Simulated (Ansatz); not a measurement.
One base run on LuBi2ClO4 (P1, 8 atoms in the cell) and variants with one or two settings moved

```yaml
crystal:
  lattice:
    - [3.85715, 0.00000, 0.00000]
    - [0.00000, 3.85715, 0.00000]
    - [0.00000, 0.00000, 9.01524]
  atoms:
    - { symbol: Lu, position: [0.00221, 0.00207, 0.00080] }
    - { symbol: Bi, position: [0.50224, 0.50356, 0.27572] }
    - { symbol: Bi, position: [0.49783, 0.49734, 0.72224] }
    - { symbol: Cl, position: [0.00424, 0.99828, 0.50055] }
    - { symbol: O, position: [0.49184, 0.99682, 0.85045] }
    - { symbol: O, position: [0.50718, 0.99768, 0.14914] }
    - { symbol: O, position: [0.00168, 0.50073, 0.85241] }
    - { symbol: O, position: [0.99279, 0.50352, 0.14870] }
```

Base run A: PBE0, default PAW files made with PBE run with Ansatz (an electronic-structure program), self-consistent single point.

Its settings: basis.ecutwfc = 30.9 Ry; kpoints.mp_grid.grid = 3 3 2; hamiltonian.xc = pbe0; hamiltonian.pseudopotentials = {kind: paw} (the program's default PAW files); scf.occupations.method = fixed.

The starting cell comes from a database of computed structures (which also holds hypothetical and non-ambient phases and stackings), without a prior relaxation at this level. Its atoms were displaced at random from the sites of space group no. 123. Spin-orbit coupling is off. In the base run, with a pressure of about -3 GPa the cell is away from its equilibrium volume at this level. In the base run, forces exceed 1 eV/Å. Ansatz's pressure includes its estimate of the finite-basis (Pulay) stress. Another mesh or the band path of this cell gives a smaller gap, so this value is not converged in the mesh.

ΔF is the free energy per atom less that of run A. A dash stands where there is no value to compare (another energy zero or no entropy term, no result, no spin, no clean gap, or a mesh too coarse for one). Absolute energies have different zeros for different potentials, functionals, Hubbard and dispersion terms and are not compared across them.

```json
[
 {"run": "A", "change": "base", "ΔF (meV/atom)": "0.00", "pressure (GPa)": "-3.47", "largest force (eV/Å)": "1.300", "gap on the mesh (eV)": "3.288"},
 {"run": "B", "change": "hamiltonian.xc: pbe0 → pbesol [PBEsol]", "ΔF (meV/atom)": "–", "pressure (GPa)": "-3.96", "largest force (eV/Å)": "0.709", "gap on the mesh (eV)": "1.470"},
 {"run": "C", "change": "hamiltonian.xc: pbe0 → hse06 [HSE06]", "ΔF (meV/atom)": "–", "pressure (GPa)": "-3.40", "largest force (eV/Å)": "1.298", "gap on the mesh (eV)": "2.596"},
 {"run": "D", "change": "scf.convergence.dr2_threshold: default (1e-07 eV) → 1e-08 eV", "ΔF (meV/atom)": "0.00", "pressure (GPa)": "-3.47", "largest force (eV/Å)": "1.300", "gap on the mesh (eV)": "3.288"},
 {"run": "E", "change": "scf.mixing.algorithm: default (the program chose MSR1) → broyden; scf.mixing.beta: default → 0.1", "ΔF (meV/atom)": "0.00", "pressure (GPa)": "-3.47", "largest force (eV/Å)": "1.300", "gap on the mesh (eV)": "3.288"},
 {"run": "F", "change": "scf.mixing.preconditioner: default (the program chose none) → kerker; scf.mixing.q_tf: default → 0.5", "ΔF (meV/atom)": "0.00", "pressure (GPa)": "-3.47", "largest force (eV/Å)": "1.300", "gap on the mesh (eV)": "3.288"},
 {"run": "G", "change": "scf.self_checks: default → high", "ΔF (meV/atom)": "0.00", "pressure (GPa)": "-3.47", "largest force (eV/Å)": "1.300", "gap on the mesh (eV)": "3.288"}
]
```

Run C against A: The pressure hardly changes (-3.47 to -3.40 GPa), the largest force hardly changes (1.300 to 1.298 eV/Å) and the gap on the mesh goes from 3.288 to 2.596 eV.

Run F against A: The free energy hardly moves (within 1 meV/atom), the pressure stays at -3.47 GPa, the largest force stays at 1.300 eV/Å and the gap on the mesh stays at 3.288 eV.

Keys are those of Ansatz 0.2.
